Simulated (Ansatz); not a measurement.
# Al (model structure, started from the diamond type, Fd-3m, No. 227, 2 atoms in the cell): properties by level of theory

| level (code) | lattice parameter a (Å) | cohesive energy (eV/atom) |
|---|---|---|
| LDA (Ansatz) | 5.950 | [?] |
| PBE (Ansatz) | 6.048 | 2.69 |
| PBEsol (Ansatz) | 5.995 | 2.97 |
| r²SCAN (Ansatz) | 6.028 | 2.78 |

Question: Complete the blanks.

Answer: 
- LDA (Ansatz, a first-principles code), cohesive energy (eV/atom): 3.20

Ansatz's density-functional and Hartree–Fock values are scalar-relativistic unless marked +SOC, with PAW data made under PBE.

Free atoms are spin-polarised, in the lowest state found; at levels without +SOC their spin–orbit coupling is left out.

A model structure was made by putting elements into a prototype or built by hand; it is no filed structure, need not be a known phase, and can be a saddle point held by its symmetry.
